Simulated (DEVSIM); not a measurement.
Structure: Co/SiO2/n-GaAs capacitor, at 300 K.

| layer (left to right) | material | thickness (nm) | Nd (cm⁻³) |
|---|---|---|---|
| 1 | SiO2 | 1.10 | - |
| 2 | GaAs | 2100 | 9.6e16 |

Metal gate on the left, work function 5 eV. Fixed charge at the semiconductor interface 0 cm⁻² (in units of +e); no interface traps.

This is a model device: material constants are rounded textbook-type values typed into the input, and sizes, dopings and lifetimes were drawn at random. Values at 300 K.

```csv
parameter,SiO2,GaAs
gap (eV),9,1.424
affinity (eV),0.9,4.07
permittivity,3.9,12.9
Nc (cm⁻³),-,4.7e17
Nv (cm⁻³),-,9e18
```

Simulated with DEVSIM: 1D Poisson equation in equilibrium, Boltzmann statistics, complete ionisation; no quantum confinement or tunnelling. Metal contacts follow the ideal Schottky-Mott rule: no Fermi-level pinning, no interface dipoles.

The interface trap density was swept, all else fixed.

| interface trap density (cm^-2 eV^-1) | threshold voltage (band bending 2φF) (V) | minimum of the low-frequency capacitance (μF/cm²) |
|---|---|---|
| 0 | -0.44 | 0.0873 |
| 1e10 | -0.44 | 0.0888 |
| 1e11 | -0.44 | 0.102 |
| 3e11 | -0.45 | 0.132 |
| 1e12 | -0.46 | 0.232 |
| 2e12 | -0.47 | 0.364 |

From the first row to the last the threshold voltage (band bending 2φF) goes from -0.44 to -0.47. From the first row to the last the minimum of the low-frequency capacitance goes from 0.0873 to 0.364.
